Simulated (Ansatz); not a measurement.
# Migration barriers: Sn vacancy in rutile SnO2, charge state -4

Defect: Sn vacancy in rutile SnO2, charge state -4. Computed with PBE, PAW (plane waves to 420 eV; Ansatz, an electronic-structure program).

Cell of 72 host sites held at the relaxed PBE lattice; one k-point at (0.250, 0.250, 0.250); Fermi-Dirac width 0.01 eV, spin-restricted; finite-size errors left in. Energies are static. The charge state is imposed; whether it is stable for some Fermi level was not computed. Forms of the defect that were not tried may lie lower.

Barriers: single points on a 2×2×2 k-point mesh shifted by half a step at the bands' geometries.

```tsv
Route	Start site over the lowest site run (eV)	Hop (Å)	Forward barrier (eV)	Backward barrier (eV)	Neighbours at the start	Neighbours at the saddle	Saddle order	Forward, on the band's own sampling (eV)
one Sn atom jumps into the vacancy from a nearby Sn site	0.00	3.67	2.69	2.69	O at 1.99, O at 2.08, 2 O at 2.11, 2 O at 2.14 Å	O at 1.86, O at 1.95, O at 2.13 Å	not checked	2.69
one Sn atom jumps into the vacancy from a nearby Sn site	0.00	3.07	2.71	2.71	2 O at 1.98, 2 O at 2.13, 2 O at 2.15 Å	2 O at 1.89, O at 2.01, O at 2.23 Å	not checked, on a symmetry element	2.71
```

Paths come from climbing-image nudged elastic band runs.  A band can be held on a symmetry element, so unchecked saddle points there may be too high.

The whole set of runs took about 1.8 core-hours (a rough figure).
